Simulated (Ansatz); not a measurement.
An Ansatz (a program for electronic structure) run: Cu with a change (Au on a Cu site, symmetric start); DFT with PBE, PAW potentials and a 420 eV plane-wave cutoff in Ansatz, no SOC.

Input:

Ansatz 0.2 input:
```yaml
crystal:
  lattice:
    - [0, 3.6296944758, 3.6296944758]
    - [3.6296944758, -3.6296944758, 3.6296944758]
    - [3.6296944758, 3.6296944758, 0]
  atoms:
    - { symbol: Au, position: [0, 0, 0] }
    - { symbol: Cu, position: [0, 0, 0.5] }
    - { symbol: Cu, position: [0.1666666667, 0.3333333333, 0.1666666667] }
    - { symbol: Cu, position: [0.1666666667, 0.3333333333, 0.6666666667] }
    - { symbol: Cu, position: [0.3333333333, 0.6666666667, 0.3333333333] }
    - { symbol: Cu, position: [0.3333333333, 0.6666666667, 0.8333333333] }
    - { symbol: Cu, position: [0.5, 0, 0] }
    - { symbol: Cu, position: [0.5, 0, 0.5] }
    - { symbol: Cu, position: [0.6666666667, 0.3333333333, 0.1666666667] }
    - { symbol: Cu, position: [0.6666666667, 0.3333333333, 0.6666666667] }
    - { symbol: Cu, position: [0.8333333333, 0.6666666667, 0.3333333333] }
    - { symbol: Cu, position: [0.8333333333, 0.6666666667, 0.8333333333] }
basis: { ecutwfc: 420, ecutrho_ratio: 4, xc_grid: 2, fft_grid_basis: typed }
kpoints: { mp_grid: { grid: [8, 6, 8] } }
hamiltonian:
  xc: pbe
  dispersion: none
  pseudopotentials: { kind: paw }
scf: { occupations: { method: fermi_dirac, width: 0.05 }, convergence: { dr2_threshold: 0.0000000012 } }
relax: { f_tol: 0.02, max_steps: 45 }
output: { forces: true, stress: true }
checkpoint: { write: state.ck, write_every: 1000 }
```

Output (explanatory and most iteration lines left out):

```
Relaxation: its limit of steps is 45 (relax.max_steps)
Pseudopotential: Au, paw, valence charge 19
Pseudopotential: Cu, paw, valence charge 19
Crystal: 12 atoms, lattice volume = 143.460 Å³
Basis set: ecut = 420 eV, 2811 PW (Γ), exchange–correlation on 72×90×72 points (8 copies of the dense FFT grid, shifted against one another)
Bands: 137, of which v1, the nominal top of the filled ones, is band 114 counted from 1 (113 counted from 0)
Symmetry: 12 space group operations
Space group: P-3m1 (ITA 164), of the structure as read, at distance tolerance 5.2e-5 Å
k-points: 50 of 384
Functional: x = pbe(κ = 0.804, μ = 0.2195149727645171), c = pbe(β = 0.06672455060314922)
SCF iter   1: F=—  HF=-86026.028613 eV  |F-HF|=—  |Δ(HF+E_count)|=         —  Δρ=1.35e-3  dr2=2.70e-3  ethr=1.77e-3  ⟨swp⟩=4.9  Hψ=21418  notcnv=0  defer=386
SCF iter   2: F=—  HF=-86026.029465 eV  |F-HF|=—  |Δ(HF+E_count)|=   8.52e-4  Δρ=7.54e-4  dr2=1.23e-3  ethr=1.18e-6  ⟨swp⟩=2.3  Hψ=13425  notcnv=0  defer=542
SCF 1 converged in 10 iterations: F = -86026.029526 eV  dr2 = 9.01e-10
relax step   1: F+E_penalty+E_count = -86026.02952571 eV  Δ(F+E_penalty+E_count) = +0.000e0 eV  max|allowed force component| = 4.381e-1 eV/Å  Δτ_max = 0.0000 Å  (10 SCF iters, accepted)
Crystal: 12 atoms, lattice volume = 143.460 Å³
SCF iter   1: F=—  HF=-86026.101302 eV  |F-HF|=—  |Δ(HF+E_count)|=         —  Δρ=3.20e-3  dr2=7.65e-3  ethr=3.29e-6  ⟨swp⟩=2.1  Hψ=21281  notcnv=0  defer=705
SCF iter   2: F=—  HF=-86026.099347 eV  |F-HF|=—  |Δ(HF+E_count)|=   1.95e-3  Δρ=1.82e-3  dr2=3.53e-3  ethr=3.29e-6  ⟨swp⟩=1.0  Hψ=6145  notcnv=0  defer=705
SCF 2 converged in 10 iterations: F = -86026.098194 eV  dr2 = 1.07e-9
relax step   2: F+E_penalty+E_count = -86026.09819393 eV  Δ(F+E_penalty+E_count) = -6.867e-2 eV  max|allowed force component| = 2.321e-1 eV/Å  Δτ_max = 0.0244 Å  (10 SCF iters, accepted)
Crystal: 12 atoms, lattice volume = 143.460 Å³
SCF iter   1: F=—  HF=-86026.131782 eV  |F-HF|=—  |Δ(HF+E_count)|=         —  Δρ=4.29e-3  dr2=1.24e-2  ethr=5.90e-5  ⟨swp⟩=5.6  Hψ=14905  notcnv=0  defer=708
SCF iter   2: F=—  HF=-86026.128116 eV  |F-HF|=—  |Δ(HF+E_count)|=   3.67e-3  Δρ=2.46e-3  dr2=5.22e-3  ethr=5.43e-6  ⟨swp⟩=1.0  Hψ=7900  notcnv=0  defer=708
SCF 3 converged in 11 iterations: F = -86026.126090 eV  dr2 = 1.03e-10
relax step   3: F+E_penalty+E_count = -86026.12608982 eV  Δ(F+E_penalty+E_count) = -2.790e-2 eV  max|allowed force component| = 1.009e-2 eV/Å  Δτ_max = 0.0308 Å  (11 SCF iters, accepted)
SCF converged after 11 iterations
Free energy (F): -86026.126090 eV
Internal energy: -86026.097558 eV  (E = F + TS)
E sigma→0 (E₀):  -86026.111824 eV
Entropy (-TS):   -0.028532 eV (-2.378 meV/atom)
Fermi energy:    17.823019 eV
--- Forces (eV/Å), atoms counted from 1 ---
  atom   1  Au    -0.00000000    -0.00000000     0.00000000
  atom   2  Cu     0.00000000     0.00000000     0.00000000
  atom   3  Cu    -0.00777231    -0.00947708    -0.00777231
  atom   4  Cu     0.00947708     0.00777231    -0.00777231
  atom   5  Cu    -0.01009027     0.01009027    -0.01009027
  atom   6  Cu     0.00777231    -0.00777231    -0.00947708
  atom   7  Cu     0.00000000     0.00000000     0.00000000
  atom   8  Cu     0.00000000     0.00000000    -0.00000000
  atom   9  Cu    -0.00777231     0.00777231     0.00947708
  atom  10  Cu     0.01009027    -0.01009027     0.01009027
  atom  11  Cu    -0.00947708    -0.00777231     0.00777231
  atom  12  Cu     0.00777231     0.00947708     0.00777231
--- Stress (GPa, compression-positive) ---
        7.399023       0.503583      -0.503583
        0.503583       7.399023       0.503583
       -0.503583       0.503583       7.399023
  P = ⅓ Tr σ = 7.3990 GPa (73.990 kbar)
--- Relaxed structure (3 steps of the walk, 3 accepted, 0 SCFs on fresh bases) ---
  atoms:
    - { symbol: Au, position: [-1.1284351620066769e-19, 3.318926947078459e-20, 1.2611922398898142e-19] }
    - { symbol: Cu, position: [-5.3102831153255674e-20, -2.6551415576627837e-20, 0.5] }
    - { symbol: Cu, position: [0.16984939981635566, 0.34086857575094376, 0.16984939981635563] }
    - { symbol: Cu, position: [0.1698493998163557, 0.34086857575094376, 0.6603012003672889] }
    - { symbol: Cu, position: [0.33333333333333337, 0.6697283680237031, 0.33333333333333337] }
    - { symbol: Cu, position: [0.33969879963271127, 0.6591314242490562, 0.8301506001836446] }
    - { symbol: Cu, position: [0.5, 0.0, 0.0] }
    - { symbol: Cu, position: [0.5, 0.0, 0.5] }
    - { symbol: Cu, position: [0.6603012003672889, 0.34086857575094376, 0.16984939981635572] }
    - { symbol: Cu, position: [0.6666666666666667, 0.33027163197629694, 0.6666666666666667] }
    - { symbol: Cu, position: [0.8301506001836445, 0.6591314242490562, 0.3396987996327113] }
    - { symbol: Cu, position: [0.8301506001836445, 0.6591314242490564, 0.8301506001836446] }
```

The cell is small, so the values are those of an ordered compound at a high defect concentration; dilute-limit values will differ. The defect started on the symmetric site and kept its symmetry, so it may sit on a saddle. The final runs are not spin-polarised. The cell was made from Cu in the fcc (Cu type) structure (space group Fm-3m, No. 225) by this change: Au on a Cu site. The defect cell is not spin-polarised.
